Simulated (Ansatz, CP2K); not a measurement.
## Code comparison for TiGeSb (P1, 6 atoms in the cell)

Self-consistent single point, at a second geometry (atoms moved at random). First geometry:

```xyz
6
Lattice="3.6629 0.0000 0.0000 0.0000 3.6629 0.0000 0.0000 0.0000 8.1726" Properties=species:S:1:pos:R:3 pbc="T T T"
Ti     0.0000     1.8314     6.1527
Ti     1.8314     0.0000     2.0198
Ge     0.0000     0.0000     0.0000
Ge     1.8314     1.8314     0.0000
Sb     0.0000     1.8314     3.1345
Sb     1.8314     0.0000     5.0381
```

Second geometry:
```xyz
6
Lattice="3.6629 0.0000 0.0000 0.0000 3.6629 0.0000 0.0000 0.0000 8.1726" Properties=species:S:1:pos:R:3 pbc="T T T"
Ti    -0.0363     1.8147     6.1235
Ti     1.8829     0.0014     2.0010
Ge     0.0287     0.0673     0.0818
Ge     1.7774     1.8259    -0.0441
Sb    -0.0157     1.8498     3.1479
Sb     1.8573    -0.0648     5.0350
```

Shared settings, as Ansatz (an electronic-structure program) writes them: kpoints.mp_grid.grid = 7 7 3; scf.occupations.method = gaussian; scf.occupations.width = 0.136 eV. Potentials and cutoffs stand in the table.

```
code                                                                         model  ΔF from the first geometry (meV/atom)  pressure (GPa)  largest force (eV/Å)       cutoff
------  --------------------------------------------------------------------------  -------------------------------------  --------------  --------------------  -----------
CP2K    PBEsol, GPW, DZVP-MOLOPT-SR-GTH basis, GTH-PBE potentials (GTH_POTENTIALS)                                   21.1            5.25                 0.924  grid 600 Ry
Ansatz                                             PBEsol, PAW files made with PBE                                   20.1            0.83                 0.904       420 eV
```

Size of the force on each atom (eV/Å): Sizes of forces hide their directions.

| code | Ti1 | Ti2 | Ge3 | Ge4 | Sb5 | Sb6 |
|---|---|---|---|---|---|---|
| CP2K | 0.619 | 0.686 | 0.924 | 0.728 | 0.523 | 0.626 |
| Ansatz | 0.578 | 0.667 | 0.904 | 0.702 | 0.434 | 0.567 |

On Ansatz's run: spin-orbit coupling is off. Spin polarisation is off.

The spread over the programs that give each value: ΔF from the first geometry within 1.0 meV/atom; pressure within 4.42 GPa; largest force within 0.020 eV/Å.

CP2K uses small atom-centred bases, whose incompleteness enters pressures, forces and empty levels differently from a plane-wave cutoff. Ansatz's pressure is given at a fixed set of plane waves, as the other plane-wave codes print theirs; with its correction for the finite basis it is 0.86 GPa.

The starting cell comes from a database of computed structures (which also holds hypothetical and non-ambient phases and stackings), without a prior relaxation at this level. Its lattice was rescaled by a random factor within 2.5 % of one. For this run, on top of that: atoms moved at random.

Keys are those of Ansatz 0.2.
